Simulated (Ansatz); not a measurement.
**Several settings converged on HfCo (Cm, 4 atoms in the cell)**

```yaml
crystal:
  lattice:
    - [1.59092, -4.72229, 0.00000]
    - [1.59092, 4.72229, 0.00000]
    - [0.00000, 0.00000, 4.20090]
  atoms:
    - { symbol: Hf, position: [0.85948, 0.14052, 0.76190] }
    - { symbol: Hf, position: [0.14052, 0.85948, 0.25000] }
    - { symbol: Co, position: [0.58483, 0.41517, 0.75000], spin: 3.0 }
    - { symbol: Co, position: [0.41517, 0.58483, 0.25000], spin: 3.0 }
```
(The spins are starting values, not results.)

Base method: LDA (PW92), default PAW files made with PBE (plane waves; Ansatz, a first-principles code).

Base settings: basis.ecutwfc = 30.9 Ry; kpoints.mp_grid.grid = 5 5 3; hamiltonian.xc = lda; hamiltonian.pseudopotentials = {kind: paw} (the program's default PAW files); magnetization.spin_polarized = true; scf.occupations.method = gaussian; scf.occupations.width = 0.0073 Ry.

The count of work is k-points × plane waves × bands × iterations; it is no time. Core times come from one kind of shared machine, to one figure; runs under 30 s give none.

**The cutoff for other potential files**

Level: DFT, LDA (PW92), plane waves, harder PAW files (source: ansatz) made with PBE.

In this ladder: hamiltonian.pseudopotentials = {kind: paw, source: ansatz}.

The second cell is the first with its lattice scaled by 0.98.

The mesh stays at the base's, so the ladder's end is converged at best in this setting alone.

The first pressure column holds Ansatz's estimate of the finite-basis (Pulay) stress, which hides part of the cutoff error; the other is without it.

Only quantities that move along the ladder and can be compared are tabulated.

| basis.ecutwfc | free energy less the last step's (meV/atom) | energy of the compressed cell less the first (meV/atom) | pressure (GPa) | pressure without the Pulay estimate (GPa) | largest difference of a force vector from the last step's (eV/Å) | count of work / last | core time / last (rough) |
|---|---|---|---|---|---|---|---|
| 29.8 Ry | 4179.73 | 0.08 | -6.41 | -219.45 | 0.136 | 0.11 | – |
| 36.4 Ry | 824.47 | -42.56 | -11.13 | -60.71 | 0.014 | 0.14 | 0.2 |
| 46.3 Ry | 69.18 | -34.72 | -10.75 | -16.23 | 0.013 | 0.21 | 0.2 |
| 56.2 Ry | 6.88 | -35.10 | -10.79 | -11.27 | 0.000 | 0.28 | 0.3 |
| 66.1 Ry | 2.25 | -35.16 | -10.80 | -10.86 | 0.000 | 0.35 | 0.4 |
| 79.4 Ry | 1.06 | -35.18 | -10.80 | -10.83 | 0.000 | 0.46 | 0.6 |
| 99.2 Ry | 0.28 | -35.18 | -10.80 | -10.81 | 0.000 | 0.60 | 0.8 |
| 132.3 Ry | 0.00 | -35.18 | -10.80 | -10.81 | 0.000 | 1.0 | 1 |

Coarsest basis.ecutwfc that holds the forces within 0.02 eV/Å of the last step, with all finer ones: 36.4 Ry, at 0.14 of the last step's count of work and about 0.2 of the last step's time; the step before is off by 0.14 eV/Å.

Coarsest basis.ecutwfc that holds the pressure without the Pulay estimate within 0.1 GPa of the last step, with all finer ones: 66.1 Ry, at 0.35 of the last step's count of work and about 0.4 of the last step's time; the step before is off by 0.46 GPa.

Coarsest basis.ecutwfc that holds the energy of the compressed cell less the first within 1 meV/atom of the last step, with all finer ones: 46.3 Ry, at 0.21 of the last step's count of work and about 0.2 of the last step's time; the step before is off by 7.4 meV/atom.

The energy difference between the two cells stays within 1 meV/atom of the last step's from 46.3 Ry on, the total only from 99.2 Ry on: much of the error is common to both cells and cancels.

At the lowest cutoff the pressure without the Pulay estimate lies 209 GPa under the last step's, the usual sign of Pulay stress in an incomplete plane-wave basis.

**The density cutoff**

The mesh stays at the base's, so the ladder's end is converged at best in this setting alone.

Only quantities that move along the ladder and can be compared are tabulated.

```csv
basis.ecutrho_ratio,free energy less the last step's (meV/atom),pressure (GPa),largest difference of a force vector from the last step's (eV/Å)
2,-6.12,-10.40,0.008
3,-0.14,-10.78,0.000
4,0.00,-10.79,0.000
5,0.00,-10.79,0.000
6,0.00,-10.79,0.000
8,0.00,-10.79,0.000
10,0.00,-10.79,0.000
12,0.00,-10.79,0.000
16,0.00,-10.79,0.000
```

Coarsest basis.ecutrho_ratio that holds the pressure within 0.05 GPa of the last step, with all finer ones: 3; the step before is off by 0.39 GPa.

Coarsest basis.ecutrho_ratio that holds the free energy within 1 meV/atom of the last step, with all finer ones: 3; the step before is off by 6.1 meV/atom.

Coarsest basis.ecutrho_ratio that holds the forces within 0.005 eV/Å of the last step, with all finer ones: 3; the step before is off by 0.008 eV/Å.

**The relaxed cell against the cutoff**

On HfCo (Cmcm, 4 atoms in the cell): atoms on their sites.

In this ladder: relax = cell and atoms.

The mesh stays at the base's, so the ladder's end is converged at best in this setting alone.

Only quantities that move along the ladder and can be compared are tabulated.

```csv
basis.ecutwfc,relaxed volume (Å³/atom),relaxation steps,core time / last (rough)
21.7 Ry,14.836,58,1
26.1 Ry,14.787,12,0.6
30.9 Ry,14.775,10,0.4
37.1 Ry,14.775,8,0.5
46.3 Ry,14.774,8,0.6
61.7 Ry,14.774,8,1
```

Coarsest basis.ecutwfc that holds the relaxed volume within 0.03 Å³/atom of the last step, with all finer ones: 26.1 Ry; the step before is off by 0.063 Å³/atom.

At the lowest cutoff the cell relaxes to a volume 0.4 % larger than at the highest. Ansatz relaxes on a stress corrected for the finite basis.

On the base run: the starting cell comes from a database of computed structures (which also holds hypothetical and non-ambient phases and stackings), without a prior relaxation at this level. Its lattice was rescaled by up to half a per cent. One atom was moved a little off its site on purpose. The starting moments vanished: the run ended non-magnetic, which need not be the lowest state. The program warned that a starting moment was not kept. Without a gap this mesh is coarse (it stands for a supercell whose shortest vector is 13 Å).

Left out of this page: 2 runs of the series stopped by limits of time or memory.

Keys are those of Ansatz 0.2.
